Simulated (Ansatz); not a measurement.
Data:

```xyz
6
Lattice="-1.8922 1.8922 4.7742 1.8922 -1.8922 4.7742 1.8922 1.8922 -4.7742" Properties=species:S:1:pos:R:3 pbc="T T T"
Ti     0.0000     0.0000     4.7742
Ti     1.8922     0.0000     2.3871
O      0.0000     0.0000     2.7849
O      1.8922     0.0000     0.3978
O      1.8922     0.0000     4.3764
O      0.0000     0.0000     6.7635
```

No spin polarisation.

Computed with plane-wave PAW DFT at the PBE level (Ansatz, an electronic-structure program, 420 eV), no spin-orbit coupling, earlier PAW set. Γ-centred 12×12×12 mesh, Fermi–Dirac width 0.05 eV.

Q: Predict the band gap, gap character, width of the top valence band and smallest direct gap.

A: The band gap comes out as 2.11 eV and the gap character is indirect, Γ–X (87 % along) → Γ. The width of the top valence band comes out as 0.87 eV and the smallest direct gap is 2.46 eV.

Load acts through the strain it causes; cell and atoms are relaxed under it. No phonon test of stability was made. The final runs are not spin-polarised. The cell was made from TiO₂ in the anatase structure (space group I4_1/amd, No. 141) by this change: pressure 4.2 GPa.
